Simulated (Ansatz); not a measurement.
The reference is HfN in the rock salt structure (space group Fm-3m, No. 225; a = 4.502 Å; relaxed with 0.1 eV smearing). Axes: x, y, z lie along the cube axes.

All numbers come from PBEsol (Ansatz, a program for electronic structure), spin-orbit coupling left out.

For the base:

- Shortest interatomic distance = 2.251 Å

It is then changed as follows: strain tensor (xx, yy, zz, yz, xz, xy) = (+0.92, −0.18, +0.27, −0.11, +0.03, −0.13) %; the atoms relax in the strained cell.

### Question
How does this affect the stress?

### Answer
The stress (xx, yy, zz, yz, xz, xy; compression positive) is (-5.6, -0.2, -2.5, 0.3, -0.1, 0.3) GPa.

### Question
How does this affect the energy relative to the base?

### Answer
The energy goes up by 2.1 meV/atom.

### Question
What does the calculation give for the shortest interatomic distance after the change?

### Answer
The shortest interatomic distance falls by 0.004 Å, from 2.251 Å to 2.247 Å.

Stability against distortions was not tested. All final runs are without spin polarisation. An odd electron count without spin: HfN.
